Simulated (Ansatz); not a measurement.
System: SrGaHO₂ (model structure, started from the SrVO2H type, P4/mmm, No. 123, 5 atoms in the cell). Method: r²SCAN+SOC in Ansatz (plane waves, PAW).

Numerical settings: plane-wave cutoff 560 eV, 8×8×10 k mesh (along the axes of the cell as run), Fermi–Dirac smearing 0.01 eV, PAW data made under PBE.

Cell (relaxed with PBEsol):

GaSrHO$_{2}$ has the tetragonal space group P4/mmm (No. 123), Pearson symbol tP5. Conventional cell: a = b = 3.937 Å, c = 3.581 Å, α = β = γ = 90.00°. Sr on 1d is coordinated by 8 O at 2.661 Å and 4 H at 2.784 Å (cuboctahedral). Ga on 1a has 2 H at 1.791 Å and 4 O at 1.968 Å (octahedral). O on 2f is surrounded by 2 Ga at 1.968 Å and 4 Sr at 2.661 Å (octahedral). H on 1b has 2 Ga at 1.791 Å and 4 Sr at 2.784 Å (octahedral). (Neighbours: up to the widest gap in distance over summed covalent radii, below 1.35, at either atom; cation-cation and far metal-metal contacts left out.)

**Question.** Predict the band gap, smallest direct gap on the k points sampled and direct gap at Γ.

**Answer.** 
- band gap: 1.53 eV (indirect)
- smallest direct gap on the k points sampled: 1.67 eV
- direct gap at Γ: 6.22 eV

Note: the relaxation could raise the start's symmetry but not lower it, so the cell can be a saddle point; cell and atoms aren't relaxed at this level (pressure 0.8 GPa).

A model structure was made by putting elements into a prototype or built by hand; it is no filed structure, need not be a known phase, and can be a saddle point held by its symmetry.

Ansatz is a first-principles code.
